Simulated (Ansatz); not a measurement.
Functionals compared on a constructed model of the (000-1) surface of 4H silicon carbide, C-terminated, (√3x√3)R30° Si adatom at H3 (bottom of the slab: 3 H on 3 bottom sites), in Ansatz (plane waves, PAW). The structure was relaxed with PBE; the other rows are single points on it. Cutoff 420 eV (500 eV for r2SCAN).

Slab: 28 atoms, 10.6 Å thick at the start with caps and adatoms (thin: gaps and levels are the slab's own); k 6x6x1, smearing 0.025 eV, dipole-corrected; 6 atoms held, the rest relaxed; start symmetry kept, larger cells not searched; spin-polarised, ending with about 1.0 μB a cell; orders that need a larger cell were not tried, no spin-orbit, no U. In PBE it is, or lies within 0.01 eV a 1x1 cell of, the lowest of the 2 structures of its composition computed so far; subsurface sites and larger cells were not tried. These notes are the PBE run's. r2SCAN: The program's check for a lower electronic state was not made.

```tsv
functional	gap of the slab on its k-mesh (eV)	highest filled level below the top vacuum level (eV)	magnetic moment of the cell (μB)	rough cost of the single point
PBE	0.69	5.02	1.00	–
r2SCAN	1.15	5.25	1.00	about 2.9 core-minutes (a rough figure)
```

Ansatz is a program for electronic structure.
